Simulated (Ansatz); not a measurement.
**OH on the 1x1 (110) surface of zinc-blende InP (cut with top plane In + P), one in a 2x1 cell, started at the site 'hollow P'**

Host crystal: zinc-blende InP, with a band gap (PBE, scalar-relativistic without spin-orbit coupling).

All values below come from PBE (plane waves to 420 eV, PAW; Ansatz, a program for electronic structure).

Set-up: 22 atoms, 8.9 Å thick at the start under the adsorbate (thin: gaps and levels are the slab's own); mesh 3x4x1; 0.01 eV smearing; dipole correction on; 8 atoms held, the rest relaxed; no symmetry held; spin-polarised, ending with about 0.8 μB a cell, a value that depends on the mesh; orders that need a larger cell were not tried, no spin-orbit, no U, no dispersion correction. The slab shows no gap over 0.04 eV on its mesh. At the end it is bonded to P. In PBE it is, or lies within 0.03 eV of, the lowest of the starts that converged.

```yaml
adsorption energy against H2O(g) − ½ H2(g): 0.78 eV
work_function_of_the_top_face: 4.20 eV
change_of_the_step_from_the_bottom_to_the_top_vacuum_level_against_the_clean_slab: -0.27 eV
energy_released_by_relaxation: 1.12 eV
height of the binding atom over the mean of the host atoms within 0.3 Å of the top one: 1.014 Å
nearest_host_atoms_of_the_binding_atom: P at 1.68 Å, In at 3.44 Å, In at 3.48 Å
largest_move_of_a_host_atom: 0.80 Å
note: in the relaxation the adsorbate left its starting site by 2.0 Å
cost: very roughly 40 core-minutes
```

A negative adsorption energy means that the adsorbate is more stable on the surface than in its reference.
